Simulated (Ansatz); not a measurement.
Functionals compared on the (112) surface of beta tin in its 1x1 cell, outermost plane spacing 1.51 Å in the ideal cut, in Ansatz (plane waves, PAW). The structure was relaxed with PBE; the other rows are single points on it. Cutoff 420 eV (500 eV for r2SCAN).

Slab: 16 atoms, 10.5 Å thick at the start; k 9x5x1, smearing 0.1 eV, dipole-corrected; all atoms relaxed; start symmetry kept, larger cells not searched; no spin, no spin-orbit, no U. These notes are the PBE run's.

```
functional  work function of the top face (eV)           rough cost of the single point
----------  ----------------------------------  ---------------------------------------
PBE                                       4.14                                        –
LDA                                 (withheld)  about 2.3 core-minutes (a rough figure)
PBEsol                                    4.22            very roughly 2.5 core-minutes
RPBE                                      4.03  about 2.2 core-minutes (a rough figure)
r2SCAN                                    4.28            around 4 core-minutes (rough)
```

Task: Some entries are withheld; supply them.

Result: 
- LDA, work function of the top face (eV): 4.41

Ansatz is a program for electronic structure.
